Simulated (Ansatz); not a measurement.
Take SrCl2 in the fluorite structure (space group Fm-3m, No. 225; a = 6.9078 Å) as the base. Axes: x, y, z lie along the cube axes.

Calculations: PBEsol, PAW, 420 eV (Ansatz, an electronic-structure program; no SOC).

For the base:

The shortest interatomic distance is 5.653 bohr, the smallest direct gap comes out as 5.34 eV and the pressure comes out as 0.00 GPa.

Perturbation: compressive biaxial strain of 0.50 % in the plane normal to [001], as in epitaxy on a mismatched substrate; the out-of-plane cell vector and the atoms relax.

### Question
What does the calculation give for the shortest interatomic distance after the change?

### Answer
The shortest interatomic distance falls by 0.0134 bohr to 5.639 bohr.

### Question
Predict the new smallest direct gap.

### Answer
The smallest direct gap drops by 0.02 eV to 5.32 eV.

### Question
Predict the new pressure.

### Answer
The pressure (mean of the normal stresses, compression positive) goes from zero to 0.28 GPa.

Stability against distortions was not tested.
